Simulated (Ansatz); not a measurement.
Take SnTe in the rock salt structure (space group Fm-3m, No. 225; a = 6.2348 Å) as the base. Axes: x, y, z lie along the cube axes.

Method: LDA (Ansatz, a quantum-chemistry and plane-wave program; PAW; 420 eV plane waves; spin-orbit coupling left out).

For the base:

Pressure: 0.00 GPa
Shortest interatomic distance: 3.117 Å

Modification: uniaxial strain ε_zz = +0.50 %, all other strain components held at zero, atoms relaxed at fixed cell.

Question: How does this affect the energy relative to the base?

Answer: The energy increases by 0.3 meV/atom.

Question: How does this affect the pressure?

Answer: The pressure (mean of the normal stresses, compression positive) goes from zero to -0.25 GPa.

Question: Estimate the effect on the shortest interatomic distance.

Answer: The shortest interatomic distance is still 3.117 Å.

Whether these cells are dynamically stable was not tested.
